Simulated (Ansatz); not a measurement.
Take CuI in the zinc blende structure (space group F-43m, No. 216; a = 5.9390 Å) as the base.

Structures relaxed with Kohn–Sham DFT with the PBEsol functional, run in Ansatz (an electronic-structure program) with PAW and 420 eV plane waves, without spin-orbit coupling, earlier PAW set.

Base:

Simulated powder pattern, Cu Kα1, λ = 1.54056 Å (kinematic, ideal powder, no thermal factors, no anomalous dispersion; the 10 strongest lines at most, above 2 %, up to 2θ = 90°):

```
2θ (°)  I/Imax (%)    hkl
------  ----------  -----
25.96          100  (111)
30.07          7.7  (200)
43.04           70  (220)
50.96           46  (311)
53.40          2.1  (222)
62.50           11  (400)
68.85           18  (331)
70.90          3.0  (420)
78.90           22  (422)
84.74           14  (511)
```

One thing is altered: every Cu is replaced by Pb; the structure is relaxed again.

### Question
How do the reflections move or split?

### Answer

Simulated powder pattern, Cu Kα1, λ = 1.54056 Å (kinematic, ideal powder, no thermal factors, no anomalous dispersion; the 10 strongest lines at most, above 2 %, up to 2θ = 90°):

```tsv
2θ (°)	I/Imax (%)	hkl
20.70	100	(111)
34.12	82	(220)
40.24	55	(311)
49.02	15	(400)
53.76	24	(331)
61.08	31	(422)
65.23	18	(333)
71.85	9.7	(440)
75.70	18	(531)
81.99	14	(620)
```

The indices refer to each structure's own conventional cell; one index is shown for lines that coincide.

Stability against distortions was not tested. As relaxed here, PbI is a hypothetical phase, not in the database extracts checked. All final runs are without spin polarisation. An odd electron count without spin: PbI.
